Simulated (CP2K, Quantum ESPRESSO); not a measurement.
A Quantum ESPRESSO input for a self-consistent single point of SrAs₂Ru₂ (I4/mmm, 5 atoms in the cell) (DFT, LDA (PZ), plane waves, GBRV 1.5 ultrasoft (LDA) pseudopotentials):

```fortran
&CONTROL
  calculation = 'scf'
  prefix = 'pwscf'
  outdir = './tmp/'
  pseudo_dir = './'
  tprnfor = .true.
  tstress = .true.
/
&SYSTEM
  ibrav = 0
  nat = 5
  ntyp = 3
  ecutwfc = 40
  ecutrho = 320
  occupations = 'smearing'
  smearing = 'gauss'
  degauss = 0.0036749
/
&ELECTRONS
  conv_thr = 1.0d-10
  mixing_beta = 0.3
/
ATOMIC_SPECIES
Sr    87.6200  sr_lda_v1.uspp.F.UPF
As    74.9216  as_lda_v1.uspp.F.UPF
Ru   101.0700  ru_lda_v1.2.uspp.F.UPF
ATOMIC_POSITIONS {angstrom}
Sr    0.0000000000    0.0000000000    0.0000000000
As    0.0000000000    0.0000000000    7.3333254912
As    0.0000000000    0.0000000000    4.0676345088
Ru    2.0874050000    0.0000000000    2.8502400000
Ru    0.0000000000    2.0874050000    2.8502400000
K_POINTS {automatic}
6 6 6  0 0 0
CELL_PARAMETERS {angstrom}
  -2.0874050000     2.0874050000     5.7004800000
   2.0874050000    -2.0874050000     5.7004800000
   2.0874050000     2.0874050000    -5.7004800000
```

Problem. Write the same calculation as an input for CP2K.

Solution. This is the input that was run; spellings and numerical settings could be chosen otherwise.

```
&GLOBAL
  PROJECT sr(asru)2
  RUN_TYPE ENERGY_FORCE
  PRINT_LEVEL MEDIUM
&END GLOBAL
&FORCE_EVAL
  METHOD Quickstep
  STRESS_TENSOR ANALYTICAL
  &DFT
    BASIS_SET_FILE_NAME BASIS_MOLOPT
    POTENTIAL_FILE_NAME GTH_POTENTIALS
    &QS
      METHOD GPW
      EPS_DEFAULT 1E-10
    &END QS
    &MGRID
      CUTOFF 500
      REL_CUTOFF 60
      NGRIDS 5
    &END MGRID
    &SCF
      SCF_GUESS ATOMIC
      EPS_SCF 1E-6
      MAX_SCF 100
      ADDED_MOS 9
      &DIAGONALIZATION
        ALGORITHM STANDARD
      &END DIAGONALIZATION
      &MIXING
        METHOD BROYDEN_MIXING
        ALPHA 0.2
        NBUFFER 10
        BETA 1
      &END MIXING
      &SMEAR ON
        METHOD GAUSSIAN
        SIGMA [eV] 0.05
      &END SMEAR
    &END SCF
    &KPOINTS
      SCHEME MONKHORST-PACK 6 6 6
      GAMMA_CENTERED T
    &END KPOINTS
    &XC
      &XC_FUNCTIONAL PADE
      &END XC_FUNCTIONAL
    &END XC
    &PRINT
      &MO
        EIGENVALUES T
        OCCUPATION_NUMBERS T
        NDIGITS 8
        FILENAME mo
        &EACH
          QS_SCF 0
        &END EACH
        ADD_LAST NUMERIC
      &END MO
      &MULLIKEN ON
      &END MULLIKEN
    &END PRINT
  &END DFT
  &SUBSYS
    &CELL
      A 6.41950100 0.00000000 0.00000000
      B 3.70448600 5.24278300 0.00000000
      C -5.06199400 -2.62139100 2.95203600
      PERIODIC XYZ
    &END CELL
    &COORD
      Sr       0.00000000     0.00000000     0.00000000
      As       6.51195092     3.37226288     0.00000000
      As       3.61203608     1.87052012     0.00000000
      Ru       1.85224275     2.62139175     1.47601800
      Ru       3.20975025     0.00000025     1.47601800
    &END COORD
    &KIND Sr
      BASIS_SET DZVP-MOLOPT-SR-GTH
      POTENTIAL GTH-PADE-q10
    &END KIND
    &KIND As
      BASIS_SET DZVP-MOLOPT-SR-GTH
      POTENTIAL GTH-PADE-q5
    &END KIND
    &KIND Ru
      BASIS_SET DZVP-MOLOPT-SR-GTH
      POTENTIAL GTH-PADE-q16
    &END KIND
  &END SUBSYS
  &PRINT
    &FORCES ON
    &END FORCES
    &STRESS_TENSOR ON
    &END STRESS_TENSOR
  &END PRINT
&END FORCE_EVAL
```

Basis, cutoffs, solver keys and any potentials are the target program's own. This input uses DFT LDA (Pade form), GPW, DZVP-MOLOPT-SR-GTH basis, GTH-PADE potentials (GTH_POTENTIALS). LDA parametrisations can differ slightly between programs.

The starting cell comes from a database of computed structures (which also holds hypothetical and non-ambient phases and stackings), without a prior relaxation at this level.
